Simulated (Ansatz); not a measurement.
Functionals compared on NH3 on the 1x1 (10-10) surface of wurtzite GaN (cut with top plane Ga + N), one in a 2x1 cell, started at the site 'hollow Ga', in Ansatz (plane waves, PAW). The structure was relaxed with PBE; the other rows are single points on it, each with its references at the same level. Cutoff 420 eV (500 eV for r2SCAN). HSE06 used the coarser mesh 3x3x1.

Host crystal: wurtzite GaN, with a band gap (PBE, scalar-relativistic without spin-orbit coupling).

Slab: 36 atoms, 9.3 Å thick at the start under the adsorbate (thin: gaps and levels are the slab's own); k 3x4x1, smearing 0.01 eV, dipole-corrected; 16 atoms held, the rest relaxed; no symmetry held; no spin, no spin-orbit, no U, no dispersion correction. At the end it is bonded to Ga. In PBE it is, or lies within 0.03 eV of, the lowest of the starts that converged. These notes are the PBE run's. Adsorption energies are against NH3(g). A negative adsorption energy means that the adsorbate is more stable on the surface than in its reference.

| functional | adsorption energy (eV) | rough cost of the single point |
|---|---|---|
| PBE | -1.21 | – |
| RPBE | -0.94 | about 2.2 core-minutes (a rough figure) |
| r2SCAN | -1.39 | very roughly 5 core-minutes |
| HSE06 | -1.27 | roughly 60 core-minutes |

Ansatz is an electronic-structure program.
